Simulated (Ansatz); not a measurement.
Partial pair distribution functions of a relaxed model of amorphous B26Li6O42, broadened by 0.06 Å; density 1.88 g/cm³. Level of theory: PBE, scalar-relativistic without spin-orbit coupling (plane waves to 420 eV, PAW; Ansatz, a program for electronic structure).

The cell was made by melting and quenching with the CHGNet potential and then relaxed with DFT. O atoms were pushed apart under 1.9 Å during the dynamics, to hinder bonds among them. The hot cell started wider than the set density and was brought back towards it in steps. It is the lowest in DFT energy of 2 quenches. It is a model cell: composition and starting density were chosen by hand, and all elements were melted together. No dispersion term was used. Its density started from a set value of 1.90 and ended at 1.88 g/cm³. The quench (nominally 210 K/ps over its main leg) was far faster than any real one, so the model tends to hold more defects than a real film. A cell of this size samples the disorder only roughly. Volume and shape were free in the relaxation.

```csv
r (Å),g B-O,g Li-O,g B-B,g O-O
1.10,0.00,0.00,0.00,0.00
1.20,0.45,0.00,0.00,0.00
1.30,7.42,0.00,0.00,0.00
1.40,13.77,0.00,0.00,0.00
1.50,4.73,0.00,0.00,0.00
1.60,0.63,0.00,0.00,0.00
1.70,0.02,0.07,0.00,0.00
1.80,0.00,1.17,0.00,0.00
1.90,0.00,4.16,0.00,0.00
2.00,0.00,5.32,0.00,0.00
2.10,0.00,2.76,0.00,0.00
2.20,0.00,1.41,0.06,0.19
2.30,0.00,0.76,1.30,3.01
2.40,0.00,0.29,3.77,6.85
2.50,0.01,0.24,4.39,2.28
2.60,0.14,0.02,2.57,0.12
2.70,0.64,0.10,1.09,0.06
2.80,1.00,0.24,0.14,0.30
2.90,0.67,0.31,0.00,0.48
3.00,0.90,1.11,0.04,0.63
3.10,0.89,1.11,0.14,0.78
3.20,0.70,0.92,0.08,0.81
3.30,1.03,1.07,0.31,0.83
3.40,1.30,1.41,0.61,1.16
3.50,1.27,1.58,0.68,0.94
3.60,1.85,1.25,0.58,0.66
3.70,2.15,1.72,0.73,0.80
3.80,1.24,1.32,0.92,0.88
3.90,0.80,0.94,1.18,0.99
4.00,0.88,1.18,1.23,0.93
4.10,0.96,1.69,0.94,1.05
4.20,0.85,1.60,1.22,0.84
4.30,0.87,1.07,1.36,1.13
4.40,0.90,0.92,1.54,1.12
4.50,0.98,0.46,1.07,1.38
4.60,0.92,0.40,1.17,1.50
```

Within 1.72 Å each B has 3.15 O neighbours on average.
